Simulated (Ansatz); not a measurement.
## Effect of pressure 1.8 GPa on GaAs

Take GaAs in the zinc blende structure (space group F-43m, No. 216; a = 5.746 Å) as the base.

Now apply this change: a hydrostatic pressure of 1.8 GPa.

Method: PBE/PAW in Ansatz (a program for electronic structure), no spin-orbit coupling, earlier PAW set. Γ-centred 10×10×10 mesh, Fermi–Dirac width 0.05 eV.

The volume per atom falls by 0.655 Å³ to 23.06 Å³ and the density goes up by 0.144 g/cm³ (5.06 g/cm³ → 5.21 g/cm³). The shortest interatomic distance shrinks by 0.023 Å (2.488 Å → 2.465 Å) and the enthalpy H = E + PV relative to the base's energy amounts to +0.26 eV/atom. The band gap increases by 0.205 eV to 0.37 eV and the gap character is still direct at Γ. The mean gap deformation potential ΔEg/Δln V is -7.3 eV and the width of the top valence band increases by 0.126 eV to 3.24 eV. The electron mass is 0.023 mₑ (at Γ) and the hole mass (degenerate bands, along [100]) is 0.023, 0.35, 0.35 mₑ (at Γ). The valley order (the lowest conduction-band minima on the path, energy above the VBM, named in the base's zone) changes from Γ 0.16 eV; L along ⟨111⟩ 0.87 eV; a point along ⟨100⟩, about 0.9 Å⁻¹ from Γ 1.49 eV to Γ 0.37 eV; L along ⟨111⟩ 0.95 eV; a point along ⟨100⟩, about 0.9 Å⁻¹ from Γ 1.45 eV.

Final structure:

```
CELL_PARAMETERS angstrom
      0.00000     2.84632     2.84632
      2.84632     0.00000     2.84632
      2.84632     2.84632     0.00000
ATOMIC_POSITIONS crystal
  As 0.75000 0.75000 0.75000
  Ga 0.00000 0.00000 0.00000
```

Load acts through the strain it causes; cell and atoms are relaxed under it. Masses are band curvatures over ±0.01 Å⁻¹ around the edge. Stability against distortions was not tested. A zero or small gap of GaAs can be the functional's error rather than a property of the material.
